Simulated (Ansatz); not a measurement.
System: TaOs₃ (model structure, started from the A15 type, Pm-3n, No. 223, 8 atoms in the cell). Method: r²SCAN in Ansatz (plane waves, PAW).

Numerical settings: plane-wave cutoff 560 eV, 12×12×12 k mesh, Fermi–Dirac smearing 0.05 eV, no spin polarisation, scalar-relativistic PAW data made under PBE.

Cell (relaxed at this level):

```
CELL_PARAMETERS angstrom
      4.97247     0.00000     0.00000
      0.00000     4.97247     0.00000
      0.00000     0.00000     4.97247
ATOMIC_POSITIONS crystal
  Os 0.25000 0.00000 0.50000
  Os 0.75000 0.00000 0.50000
  Os 0.00000 0.50000 0.25000
  Os 0.00000 0.50000 0.75000
  Os 0.50000 0.25000 0.00000
  Os 0.50000 0.75000 0.00000
  Ta 0.00000 0.00000 0.00000
  Ta 0.50000 0.50000 0.50000
```

**Question.** What does this level give for the bulk modulus?

**Answer.** 
- bulk modulus: 333 GPa

Note: the run has no spin polarisation, so it can have missed a magnetic state; the bulk modulus is −V dP/dV from two relaxed cells at ±2 % in volume; the relaxation could raise the start's symmetry but not lower it, so the cell can be a saddle point.

Spin–orbit coupling is not included.

Computed values are for the static lattice.

A model structure was made by putting elements into a prototype or built by hand; it is no filed structure, need not be a known phase, and can be a saddle point held by its symmetry.

Ansatz is a first-principles code.
